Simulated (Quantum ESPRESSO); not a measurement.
# Convergence study of the plane-wave cutoff for SbAs (R3m, 2 atoms in the cell)

```
CELL_PARAMETERS angstrom
      2.02662     1.17007     3.70544
     -2.02662     1.17007     3.70544
      0.00000    -2.34014     3.70544
ATOMIC_POSITIONS crystal
  Sb 0.23360 0.23360 0.23360
  As 0.77090 0.77090 0.77090
```

Computed with LDA (PZ), GBRV 1.5 ultrasoft (LDA) pseudopotentials (plane waves; Quantum ESPRESSO).

Base settings: ecutwfc = 40 Ry; ecutrho = 200 Ry; occupations = smearing; smearing = fd; degauss = 0.0073499 Ry; potentials = {Sb: sb_lda_v1.4.uspp.F.UPF, As: as_lda_v1.uspp.F.UPF}; K_POINTS = automatic 4 4 4 0 0 0; conv_thr = 1e-09 Ry; mixing_beta = 0.5.

Moved along: ecutrho.

The second cell is the first with its lattice scaled by 0.98.

The mesh stays at the base's, so the ladder's end is converged at best in this setting alone.

Only quantities that move along the ladder and can be compared are tabulated.

The count of work is k-points × plane waves × bands × iterations; it is no time. 

The starting cell comes from a database of computed structures (which also holds hypothetical and non-ambient phases and stackings), without a prior relaxation at this level. Its lattice was rescaled by up to half a per cent. One atom was moved a little off its site on purpose. In the base run, with a pressure of about -4 GPa the cell is away from its equilibrium volume at this level. The run gives no clean gap (levels at the Fermi energy touch, overlap or are partly filled at this smearing), which alone does not show that the compound is a metal. Without a gap this mesh is coarse (it stands for a supercell whose shortest vector is 16 Å).

```csv
ecutwfc,free energy less the last step's (meV/atom),energy of the compressed cell less the first (meV/atom),pressure (GPa),largest difference of a force vector from the last step's (eV/Å),count of work / last
14 Ry,65801.86,426.15,-1151.38,0.841,0.063
16 Ry,35165.46,126.58,-735.07,0.369,0.069
20 Ry,9602.18,96.58,-262.72,0.011,0.087
22 Ry,4923.08,18.16,-154.21,0.056,0.099
24 Ry,2456.34,-28.61,-89.47,0.005,0.11
32 Ry,87.19,-14.08,-8.89,0.003,0.19
36 Ry,17.95,-15.58,-4.09,0.003,0.23
40 Ry,13.74,-15.73,-3.53,0.002,0.27
44 Ry,12.13,-15.79,-3.64,0.002,0.31
48 Ry,9.22,-15.81,-3.64,0.001,0.36
54 Ry,7.33,-15.86,-3.55,0.001,0.42
70 Ry,4.93,-15.96,-3.58,0.000,0.63
96 Ry,0.00,-15.98,-3.71,0.000,1.0
```

Coarsest ecutwfc that holds the free energy within 2 meV/atom: not settled: the last two steps still differ by 4.9 meV/atom, over half the tolerance, so the ladder does not show it.

Coarsest ecutwfc that holds the forces within 0.02 eV/Å of the last step, with all finer ones: 24 Ry, at 0.11 of the last step's count of work; the step before is off by 0.056 eV/Å.

Coarsest ecutwfc that holds the pressure within 1 GPa of the last step, with all finer ones: 36 Ry, at 0.23 of the last step's count of work; the step before is off by 5.2 GPa.

At the lowest cutoff the pressure lies 1150 GPa under the last step's, the usual sign of Pulay stress in an incomplete plane-wave basis.
